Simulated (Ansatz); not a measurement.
## SnSe2, response to strain

Base system: SnSe$_{2}$ in the CdI2 type structure (space group P-3m1, No. 164; a = 3.8402 Å, c = 6.0066 Å; layered, stacked along the Cartesian z axis).

Strains are applied to the cell and any free atomic positions relax.

Calculations: PBE-D3(BJ) (Ansatz, a program for electronic structure), no spin-orbit coupling.

Candidates:
(a) isotropic strain −0.50 %
(b) isotropic strain +2.50 %
(c) isotropic strain −2.50 %

Notes on the quantities. energy relative to the base: free energy F.

Order them by energy relative to the base, highest first.

(c) isotropic strain −2.50 % (+20 meV/atom), (b) isotropic strain +2.50 % (+16 meV/atom), (a) isotropic strain −0.50 % (+0.7 meV/atom)

Whether these cells are dynamically stable was not tested.
